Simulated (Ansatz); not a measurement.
A calculation on Hf (Fm-3m, No. 225, 1 atom in the cell; start COD 1534929; another form than the element's usual one) returned lattice constant a 4.478 Å, cohesive energy 6.27 eV/atom.

Question: Which level of theory produced these numbers?
(A) r²SCAN+rVV10 (Ansatz, a first-principles code)
(B) PBEsol (Ansatz)
(C) LDA (Ansatz)
(D) r²SCAN (Ansatz)

Answer: D, r²SCAN (Ansatz)

The others give: PBEsol 4.419 Å, 6.99 eV/atom; r²SCAN+rVV10 4.459 Å, 6.60 eV/atom; LDA 4.361 Å, 7.46 eV/atom.

Unless a cell is named, each level is at its own relaxed cell (LDA 20.74, PBEsol 21.57, r²SCAN 22.45, r²SCAN+rVV10 22.17 Å³/atom).

Caveats: the relaxation could not lower the start's symmetry, so the cell can be a saddle point above a distorted one (PBEsol, r²SCAN+rVV10, LDA, r²SCAN). Ansatz's density-functional and Hartree–Fock values are scalar-relativistic unless marked +SOC, with PAW data made under PBE.
